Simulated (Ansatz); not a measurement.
A (7,0) ZnO nanotube has 28 atoms in a period of 5.627 Å, a mean diameter of 7.44 Å, and lies 37 meV/atom over the flat sheet relaxed at the same level.

These are PBE (plane waves to 420 eV, PAW; Ansatz, an electronic-structure program) values and carry that method's errors. Mesh 1×1×6. No spin polarisation. One-dimensional cell, images about 11 Å apart. A hypothetical model, rolled from the flat sheet. Only distortions within the start's symmetry and period were free.

Which bending rigidity of the sheet does this imply in the thin-plate picture?

A plate bent to radius R stores D/(2R²) an area. The area an atom is π × 7.44 × 5.627/28 = 4.70 Å², so the stored energy is 0.037/4.70 = 0.0079 eV/Å². With R = 3.720 Å, D = 2R² × 0.0079 = 0.22 eV.
